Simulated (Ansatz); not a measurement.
Input and output of a self-consistent single point for Ba2YCo3O8 (P4/mmm, 14 atoms in the cell) (Ansatz, an electronic-structure program).

Computed with LDA (PW92)+U, default PAW files made with PBE (plane waves; Ansatz).

```xyz
14
Lattice="3.9527 0.0000 0.0000 0.0000 3.9527 0.0000 0.0000 0.0000 12.2199" Properties=species:S:1:pos:R:3 pbc="T T T"
Ba     0.0000     0.0000     2.0487
Ba     0.0000     0.0000    10.1712
Y      0.0000     0.0000     6.1099
Co     1.9764     1.9764     4.1408
Co     1.9764     1.9764     8.0790
Co     1.9764     1.9764     0.0000
O      1.9764     0.0000     4.6729
O      1.9764     0.0000     7.5470
O      0.0000     1.9764     4.6729
O      0.0000     1.9764     7.5470
O      0.0000     1.9764     0.0000
O      1.9764     0.0000     0.0000
O      1.9764     1.9764     2.3406
O      1.9764     1.9764     9.8793
```
Moments meant for the start (each program seeds them in its own way; μB, in the order of the atoms Ba Ba Y Co Co Co O O O O O O O O): 0.0 0.0 0.0 3.0 3.0 3.0 0.0 0.0 0.0 0.0 0.0 0.0 0.0 0.0.

Reference input (self-consistent single point, DFT, LDA (PW92)+U, plane waves, default PAW files made with PBE): basis.ecutwfc = 30.9 Ry; kpoints.mp_grid.grid = 5 5 2; hamiltonian.xc = lda; hamiltonian.pseudopotentials = {kind: paw} (the program's default PAW files); hamiltonian.hubbard.sites = [{species: Co, l: d, u_eff: 3.32}] eV; magnetization.spin_polarized = true; scf.occupations.method = gaussian; scf.occupations.width = 0.01 Ry. This run's input differs from it in these lines:

Ansatz 0.2 input:
```diff
@@ -31,3 +31,3 @@
 scf:
-  occupations: { method: gaussian, width: 0.01 Ry }
+  occupations: { method: gaussian, width: 0.0037 Ry }
 output:
```

Output (repeated stretches shortened):

```
SCF iter   1: F=—  HF=-34945.592046 eV  |F-HF|=—  |Δ(HF+E_count)|=         —  Δρ=2.25e-1 (↑7.96e-2 ↓2.25e-1)  dr2=3.12e2  dr2_m=1.50e1  M=4.769 μB ∫|m|=4.872 μB  β_m=0.30  ethr=3.10e-3  ⟨swp⟩=8.3  Hψ=9907  notcnv=0  defer=57
all-band conjugate gradients solve this SCF's bands
preconditioner: auto → Kerker (q_TF=auto, 2.559 Å⁻¹)
spin=Collinear: Kerker preconditioning applied to the charge; magnetization (m = ρ↑ − ρ↓) channel mixes plain (no charge-response kernel on spin).
   [... lines left out ...]
iter 33 met the thresholds in force, and the SCF goes on: an eigenvalue changes by 0.80 meV, over its tolerance of 0.50 meV (output.eigenvalues, Limitations)
SCF iter  33: F=-34935.884452 eV  HF=-34935.884452 eV  |F-HF|=8.48e-8  |Δ(HF+E_count)|=   9.43e-9  Δρ=4.17e-6 (↑2.45e-6 ↓4.17e-6)  dr2=9.39e-8  dr2_m=2.66e-9  M=10.399 μB ∫|m|=10.480 μB  β_m=0.71  ethr=7.69e-11  ⟨swp⟩=3.0  Hψ=6242  notcnv=0
SCF iter  34: F=-34935.884452 eV  HF=-34935.884452 eV  |F-HF|=1.57e-8  |Δ(HF+E_count)|=   1.33e-8  Δρ=1.86e-6 (↑9.38e-7 ↓1.86e-6)  dr2=1.67e-8  dr2_m=6.40e-10  M=10.399 μB ∫|m|=10.480 μB  ethr=7.22e-11  ⟨swp⟩=2.3  Hψ=5474  notcnv=0
SCF 1 converged in 34 iterations: F = -34935.884452 eV  dr2 = 1.67e-8
Crystal: 14 atoms, lattice volume = 190.926 Å³
Symmetry: 8 space group operations
k-points: 18 of 50
Initial density: read from a saved state, or passed on in memory by an earlier SCF of this step, an earlier step, the calling program or the single point that …
Starting moments: Σ|m| = 9 μB on 3 of 14 sites; this step starts from the density that it was given
Initial wavefunctions: those read from a saved state, or passed on in memory by an earlier step or the calling program
iter 1 solved again at ethr=1.28e-11 eV; its pass at ethr=7.69e-7 eV (dr2=1.66e-8 eV) is discarded
   [... lines left out ...]
preconditioner: auto → Resta (q_TF=auto, 2.559 Å⁻¹)
spin=Collinear: Resta preconditioning applied to the charge; magnetization (m = ρ↑ − ρ↓) channel mixes plain (no charge-response kernel on spin).
preconditioner: auto → Kerker (q_TF=auto, 2.559 Å⁻¹)
spin=Collinear: Kerker preconditioning applied to the charge; magnetization (m = ρ↑ − ρ↓) channel mixes plain (no charge-response kernel on spin).
Crystal: 14 atoms, lattice volume = 190.926 Å³
preconditioner: auto → Resta (q_TF=auto, 2.559 Å⁻¹)
spin=Collinear: Resta preconditioning applied to the charge; magnetization (m = ρ↑ − ρ↓) channel mixes plain (no charge-response kernel on spin).
WARN: an SCF from ferrimagnetic starting moments (0.00, 0.00, 0.00, 3.00, 3.00, -3.00, 0.00, 0.00, 0.00, 0.00, 0.00, 0.00, 0.00, 0.00 Bohr magnetons, atom by …
Absolute magnetization: 10.4823 μB (∫|ρ↑−ρ↓|, with the PAW one-centre terms)
Free energy (F): -34935.884452 eV
   [... lines left out ...]
--- Stress (GPa, compression-positive) ---
      -14.519514       0.000000       0.000000
        0.000000     -14.519514       0.000000
        0.000000       0.000000     -13.610114
  P = ⅓ Tr σ = -14.2164 GPa (-142.164 kbar)
  The stress holds the Pulay correction. Without it, at fixed plane waves, as pw.x and ABINIT print it: P = -14.9634 GPa
Occupation matrices written to occupation_matrices
```

The run converged, with 48 iterations in all over 3 SCF loops. 

The starting cell comes from a database of computed structures (which also holds hypothetical and non-ambient phases and stackings), without a prior relaxation at this level. Its lattice was rescaled by a random factor within 2.5 % of one. The magnetic order is the one reached from the typed start; others were not searched systematically. With U or open f shells several self-consistent states can exist. The program warned that, by what it read of turns of the moments, another magnetic order lies lower. With a pressure of about -14 GPa the cell is away from its equilibrium volume at this level. Ansatz's pressure includes its estimate of the finite-basis (Pulay) stress. Without the estimate this run gives -14.96 GPa.

These are the values that this program gave, and no reference: magnets with a U can end in a higher state.

Cost on one core of a shared machine: roughly 10 min.
